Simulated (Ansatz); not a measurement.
FeS₂ (Pnnm), PBEsol with spin-orbit coupling, rigid bands in Ansatz (a quantum-chemistry and plane-wave program): N_c = 9.83e19 cm⁻³ at 300 K and an electron conductivity mass of 1.73 mₑ along x (a = (4.37, 0.00, 0.00) Å; b = (0.00, 5.33, 0.00) Å; c = (0.00, 0.00, 3.34) Å).

Problem. For 1e16 electrons per cm³ at 300 K, place the Fermi level, estimate the Seebeck coefficient of a parabolic band with constant τ, and give mobility and conductivity for τ = 20 fs.

Solution. The level lies k_BT ln(N_c/n) = 0.238 eV below the conduction-band minimum. S ≈ −(k_B/e)[ln(N_c/n) + 5/2] = -1008 μV/K, against -1066 μV/K from the full bands (mean over directions). μ = eτ/m = 20.3 cm²/(V·s) and σ = neμ = 0.0326 S/cm. τ is assumed, not computed.

Band transport and this doping are assumed; polarons and phonon drag are left out.

Formula and space group known from diffraction (Crystallography Open Database), not checked to be the room-temperature form: FeS2 (Pnnm). Treated as nonmagnetic, magnetic states not searched for: FeS2 (Pnnm).
